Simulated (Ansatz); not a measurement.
Ga2O3 (model structure, started from the Al2S3 type, Cc, No. 9, 10 atoms in the cell), treated with PBEsol+SOC (Ansatz, a program for electronic structure, plane waves, PAW).

The run printed, among other lines:

```
Crystal: 10 atoms, lattice volume = 133.478 Å³
Basis set: ecut = 520 eV, 3621 PW (Γ), exchange–correlation on 90×90×80 points (8 copies of the dense FFT grid, shifted against one another)
Bands: 108, of which v1, the nominal top of the filled ones, is band 88 counted from 1 (87 counted from 0)
Symmetry: 2 space group operations + 2 with time reversal
k-points: 68 of 216 (time reversal used)
Initial density: superposition of atomic densities (chi_scale 0.1, normalization cell, long waves kept (reshape's long-wave potential 0.04 eV rms))
Functional: x = pbesol(κ = 0.804, μ = 0.12345679012345678), c = pbesol(β = 0.046)
spin=Noncollinear: Resta preconditioning applied to the charge; magnetization (m_x, m_y, m_z) channels mix plain (no charge-response kernel on spin).
SCF 1 converged in 14 iterations: F = -18341.381223 eV  dr2 = 2.35e-10
SCF converged after 14 iterations
Free energy (F): -18341.381223 eV
Internal energy: -18341.381223 eV  (E = F + TS)
E sigma→0 (E₀):  -18341.381223 eV
Fermi energy:    5.911701 eV
--- Forces (eV/Å), atoms counted from 1 ---
  atom   1  Ga     0.00088736     0.00066058     0.00022856
  atom   2  Ga     0.00088736    -0.00066058     0.00022856
  atom   3  Ga    -0.00101964    -0.00051884    -0.00049007
  atom   4  Ga    -0.00101964     0.00051884    -0.00049007
  atom   5  O     -0.00024592     0.00052477    -0.00038304
  atom   6  O     -0.00024592    -0.00052477    -0.00038304
  atom   7  O      0.00042886    -0.00016600    -0.00012984
  atom   8  O      0.00042886     0.00016600    -0.00012984
  atom   9  O     -0.00005005    -0.00041544     0.00077737
  atom  10  O     -0.00005005     0.00041544     0.00077737
--- Stress (GPa, compression-positive) ---
       -0.007247       0.000000       0.003290
        0.000000      -0.013953       0.000000
        0.003290       0.000000      -0.011722
  P = ⅓ Tr σ = -0.0110 GPa (-0.110 kbar)
```

**Question.** Write an input file that could have produced this run (the log leaves some choices open).

**Answer.** This is not unique; one that fits is 
Ansatz 0.2 input:
```yaml
crystal:
  lattice:
    - [4.754573633, -2.939308678, 0.430927998]
    - [4.754573633, 2.939308678, 0.430927998]
    - [-2.6376517358, 0.0, 4.5364729359]
  atoms:
    - { symbol: Ga, position: [0.948449914, 0.2008734967, 0.4761020382] }
    - { symbol: Ga, position: [0.2008734967, 0.948449914, -0.0238979618] }
    - { symbol: Ga, position: [0.6312985808, 0.8363574545, 0.5742156583] }
    - { symbol: Ga, position: [0.8363574545, 0.6312985808, 1.0742156583] }
    - { symbol: O, position: [0.0370587811, 0.2828743019, 0.8709133876] }
    - { symbol: O, position: [0.2828743019, 0.0370587811, 0.3709133876] }
    - { symbol: O, position: [0.9318943961, 0.8145316963, 0.8933601519] }
    - { symbol: O, position: [0.8145316963, 0.9318943961, 0.3933601519] }
    - { symbol: O, position: [0.491872304, 0.7417690745, 0.810448764] }
    - { symbol: O, position: [0.7417690745, 0.491872304, 0.310448764] }
basis:
  ecutwfc: 520
  ecutrho_ratio: 4
  xc_grid: 2
kpoints:
  mp_grid: { grid: [6, 6, 6] }
hamiltonian:
  xc: pbesol
  dispersion: none
  pseudopotentials: { kind: paw }
scf:
  occupations: { method: fermi_dirac, width: 0.01 }
  convergence: { dr2_threshold: 0.000000001 }
output:
  forces: true
  stress: true
  eigenvalues: true
magnetization:
  noncollinear: true
  spin_orbit: true
```

The PAW data were made under PBE.

Note: the relaxation could raise the start's symmetry but not lower it, so the cell can be a saddle point.

The result took about 7 core-minutes (a rough figure).

A model structure was made by putting elements into a prototype or built by hand; it is no filed structure, need not be a known phase, and can be a saddle point held by its symmetry.
